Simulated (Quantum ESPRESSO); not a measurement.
A self-consistent single point of NbCo₂ (Fd-3m, 6 atoms in the cell) with Quantum ESPRESSO.

Method of the run: PBEsol, PSlibrary ultrasoft (PBE) pseudopotentials (plane waves; Quantum ESPRESSO).

```
CELL_PARAMETERS angstrom
      0.00000     3.38700     3.38700
      3.38700     0.00000     3.38700
      3.38700     3.38700     0.00000
ATOMIC_POSITIONS crystal
  Nb 0.00000 0.00000 0.00000
  Nb 0.25000 0.25000 0.25000
  Co 0.62500 0.62500 0.62500
  Co 0.12500 0.62500 0.62500
  Co 0.62500 0.62500 0.12500
  Co 0.62500 0.12500 0.62500
```
Moments meant for the start (each program seeds them in its own way; μB, in the order of the atoms Nb Nb Co Co Co Co): 0.0 0.0 3.0 3.0 3.0 3.0.

Reference input (self-consistent single point, DFT, PBEsol, plane waves, PSlibrary ultrasoft (PBE) pseudopotentials): ecutwfc = 55 Ry; ecutrho = 330 Ry; occupations = smearing; smearing = gauss; degauss = 0.0147 Ry; nspin = 2; input_dft = pbesol; potentials = {Nb: Nb.pbe-spn-rrkjus_psl.1.0.0.UPF, Co: Co.pbe-n-rrkjus_psl.1.0.0.UPF}; K_POINTS = automatic 6 6 6 1 1 1; conv_thr = 1e-11 Ry; mixing_beta = 0.2. This run's input differs from it in these lines:

```diff
@@ -13,4 +13,4 @@
   ntyp = 2
-  ecutwfc = 55
-  ecutrho = 330
+  ecutwfc = 44
+  ecutrho = 264
   occupations = 'smearing'
```

Log, with long lists cut:

```
     Self-consistent Calculation

     iteration #  1     ecut=    44.00 Ry     beta= 0.20

---- Real-time Memory Report at c_bands before calling an iterative solver
           170 MiB given to the printing process from OS
           126 MiB allocation reported by mallinfo(arena+hblkhd)
------------------

     total energy              =    -538.88999668 Ry
     estimated scf accuracy    <       0.71602871 Ry

     total magnetization       =     5.41 Bohr mag/cell
     absolute magnetization    =     5.64 Bohr mag/cell

     iteration #  2     ecut=    44.00 Ry     beta= 0.20

   [... lines left out ...]

---- Real-time Memory Report at c_bands before calling an iterative solver
           284 MiB given to the printing process from OS
           161 MiB allocation reported by mallinfo(arena+hblkhd)
------------------

     Magnetic moment per site  (integrated on atomic sphere of radius R)
     atom   1 (R=0.242)  charge= 10.6241  magn= -0.0198
     atom   2 (R=0.242)  charge= 10.6241  magn= -0.0198
     atom   3 (R=0.206)  charge=  7.4677  magn=  0.2135
     atom   4 (R=0.206)  charge=  7.4677  magn=  0.2135
     atom   5 (R=0.206)  charge=  7.4677  magn=  0.2135
     atom   6 (R=0.206)  charge=  7.4677  magn=  0.2135
     End of self-consistent calculation

     the Fermi energy is    16.2426 ev

!    total energy              =    -539.10525876 Ry
     estimated scf accuracy    <          1.7E-12 Ry
     smearing contrib. (-TS)   =      -0.01460173 Ry
     internal energy E=F+TS    =    -539.09065703 Ry

     total magnetization       =     0.79 Bohr mag/cell
     absolute magnetization    =     0.93 Bohr mag/cell

     convergence has been achieved in  53 iterations

     Forces acting on atoms (cartesian axes, Ry/au):

     atom    1 type  1   force =    -0.00000000    0.00000000    0.00000000
   [... zero for the other atoms too ...]

     Total force =     0.000000     Total SCF correction =     0.000000

          total   stress  (Ry/bohr**3)                   (kbar)     P=     -137.71
  -0.00093611  -0.00000000  -0.00000000         -137.71       -0.00       -0.00
  -0.00000000  -0.00093611   0.00000000           -0.00     -137.71        0.00
  -0.00000000   0.00000000  -0.00093611           -0.00        0.00     -137.71

   JOB DONE.
```

The run converged in 53 iterations. Against the reference run the free energy goes up by 34.9 meV/atom, the pressure goes from -13.28 to -13.77 GPa and the size of the net moment stays at 0.13 μB/atom.

The starting cell comes from a database of published, mostly measured structures (it also holds non-ambient and calculated ones), without a prior relaxation at this level. The moments shrank to a small part of their start, a low-spin state that need not be the lowest.

Cost on one core of a shared machine: roughly 7 min.
